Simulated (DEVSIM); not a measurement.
Structure: n-channel Si fully depleted SOI MOSFET with SiON, at 350 K.

```
Quantity                                                   Result
-----------------------  ----------------------------------------
Gate length                                                 60 nm
Source drain length                                         48 nm
Dielectric thickness                                       1.9 nm
Lateral straggle                                           2.3 nm
Underlap                                                     0 nm
Body thickness                                              16 nm
Buried oxide                                                50 nm
Gate work function                                        4.58 eV
Source and drain doping  2e20 cm⁻³, Gaussian tails under the gate
Body doping                                             2e16 cm⁻³
Lifetime                                                   5e-8 s
Supply                                                      1.5 V
Back work function                                        5.03 eV
```

All mobilities are scaled by 1; velocity saturation, μ/(1 + (μE/vsat)^b)^(1/b) with b = 2 for electrons and 1 for holes and E the electric field along each mesh edge, is on. Mobility is μmin + (μ − μmin)/(1 + (N/Nref)^α).

The device is made up for the run: typed textbook-type constants, with dimensions and the other settings drawn at random. Values at 300 K; Nc and Nv go as T^1.5, mobilities as T to minus their exponent, the gap by Varshni's rule with the affinity fixed.

Si: gap (eV) 1.124, affinity (eV) 4.05, permittivity 11.7, Nc (cm⁻³) 2.86e19, Nv (cm⁻³) 3.1e19, μn (cm²/Vs) 1417, μp (cm²/Vs) 470, μn,min 52, μp,min 45, Nref,n 9.7e16, Nref,p 2.2e17, αn 0.68, αp 0.72, T exponent of μn 2.3, T exponent of μp 2.2, vsat,n (cm/s) 1e7, vsat,p (cm/s) 8.4e6, Varshni α (eV/K) 0.000473, Varshni β (K) 636. SiON: gap (eV) 7, affinity (eV) 1.4, permittivity 5.5. SiO2: gap (eV) 9, affinity (eV) 0.9, permittivity 3.9.

DEVSIM, 2D drift-diffusion, Boltzmann statistics, complete ionisation; no quantum confinement, tunnelling, impact ionisation, self-heating, contact resistance or fringe fields beside the gate. Metal contacts follow the ideal Schottky-Mott rule: no Fermi-level pinning, no interface dipoles.

Transfer curves, |Id| in μA/μm:

| Vg (V) | Vd = 0.05 V | Vd = 1.5 V |
|---|---|---|
| -0.45 | 1.226e-6 | 0.0006142 |
| -0.375 | 5.276e-6 | 0.002351 |
| -0.3 | 2.279e-5 | 0.008823 |
| -0.225 | 9.866e-5 | 0.03265 |
| -0.15 | 0.0004285 | 0.1192 |
| -0.075 | 0.001869 | 0.4259 |
| 0 | 0.008200 | 1.452 |
| 0.075 | 0.03619 | 4.438 |
| 0.15 | 0.1603 | 11.72 |
| 0.225 | 0.7038 | 26.47 |
| 0.3 | 2.947 | 51.45 |
| 0.375 | 10.76 | 89.81 |
| 0.45 | 30.52 | 146.0 |
| 0.525 | 64.28 | 222.5 |
| 0.6 | 106.8 | 317.4 |
| 0.675 | 151.7 | 427.2 |
| 0.75 | 195.2 | 548.6 |
| 0.825 | 235.7 | 678.8 |
| 0.9 | 272.9 | 816.0 |
| 0.975 | 306.9 | 958.4 |
| 1.05 | 338.0 | 1105 |
| 1.125 | 366.6 | 1255 |
| 1.2 | 392.9 | 1409 |
| 1.275 | 417.2 | 1564 |
| 1.35 | 439.7 | 1721 |
| 1.425 | 460.7 | 1881 |
| 1.5 | 480.4 | 2041 |

**Question.** Work out the subthreshold swing at low drain bias from the rows at 0.075 and 0.15 V, and compare it with the thermal limit.

**Answer.** log10(0.1603/0.03619) = 0.646 over 75.0 mV, so S = 116 mV/decade. The limit kT/q ln 10 is 69.4 mV/decade; the ratio is 1.67. This is the steepest step of the table.

**Question.** Find both thresholds at the constant current 0.1 μA × (1 μm/L) a micrometre, and the DIBL.

**Answer.** The current is 1.67 μA/μm. Interpolating ln Id gives 0.270 V and 0.009 V; their difference over the 1.45 V of drain bias is 180 mV/V.

**Question.** Give the natural length λ = √(ε_body t_body t_ox / (ε_ox)) and the gate length in units of it.

**Answer.** λ = 8.04 nm and L/λ = 7.5. The formula is that for thin layers, and L is the gate's length, not the shorter one between the doping tails.

Source and drain are degenerate, where Boltzmann statistics are only rough. The electric field that drives the saturation includes the junctions' built-in field, which lowers the mobility there even at small currents: subthreshold currents come out too low, a known weakness of this choice.
